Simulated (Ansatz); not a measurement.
Bi2SiO5 (Cmc2₁, No. 36, 16 atoms in the cell; start mp-28144), treated with r²SCAN (Ansatz, a quantum-chemistry and plane-wave program, PAW).

Numerical settings: plane-wave cutoff 560 eV, 8×8×6 k mesh (along the axes of the cell as run), Fermi–Dirac smearing 0.01 eV, scalar-relativistic PAW data made under PBE.

Cell (relaxed with PBEsol):

Space group Cmc2₁ (No. 36); a = 15.1706 Å, b = 5.4806 Å, c = 5.3267 Å, α = β = γ = 90.00°

| atom | site | symmetry | x | y | z |
|---|---|---|---|---|---|
| Si | 4a | m.. | 0.0000 | 0.3211 | 0.3004 |
| Bi | 8b | 1 | 0.3346 | 0.2791 | 0.2449 |
| O | 8b | 1 | 0.2505 | 0.0092 | 0.0152 |
| O | 8b | 1 | 0.0919 | 0.1739 | 0.3245 |
| O | 4a | m.. | 0.0000 | 0.4694 | 0.0284 |
(The calculation used a cell of 16 atoms; values per cell refer to that cell.)

Task: Give the computed band gap and smallest direct gap on the k points sampled.

Result: 
- band gap: 3.27 eV
- smallest direct gap on the k points sampled: 3.29 eV

Note: cell and atoms aren't relaxed at this level (largest force component 0.34 eV/Å, pressure -0.3 GPa).

Spin–orbit coupling is not included; with these elements it can move the gap by several tenths of an eV or more.

Static lattice: no zero-point or thermal effects.

Computing time: very roughly 7 core-minutes.

A start named mp-… is a Materials Project structure, which need not be a measured phase.
